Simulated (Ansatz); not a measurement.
The starting structures come from a database of crystals and need not be the phases stable at ambient conditions.

Tunnelling through a barrier is set by its complex band structure: the current falls as exp(−2κd) with the smallest κ.

Here is the system:

```
AlNa3As2
1.0
    8.20521     0.00000     0.00000
   -2.96947     7.64903     0.00000
   -2.31062    -3.37565     4.60264
Na Al As
6 2 4
Cartesian
 -2.55211   3.71777   1.44546
  5.47723   0.55561   3.15718
  3.23407  -2.72148   3.74678
 -0.30895   6.99486   0.85586
  0.88490   1.29278   3.45198
  2.04021   2.98060   1.15066
 -1.73297  -2.53174   3.45198
 -0.57766  -0.84391   1.15066
  3.49105   2.61858   3.67309
 -0.56594   1.65480   0.92955
  2.33298   5.88990   1.37177
  0.59214  -1.61653   3.23087
```

Space group of this cell: Ibam. The cell is taken as given.

Transport runs along the normal of the first two printed cell vectors.

The gap is the functional's own, uncorrected, and κ follows it; spin-orbit coupling is left out. Mid-gap values are interpolated between the computed energies.

### Question
Give the band gap and the smallest decay constant κ at mid-gap that r2SCAN run with Ansatz (an electronic-structure program) yields.

### Answer
Gap 1.50 eV on a 8×8×8 mesh; κ = 0.129 1/Å, at the zone centre.
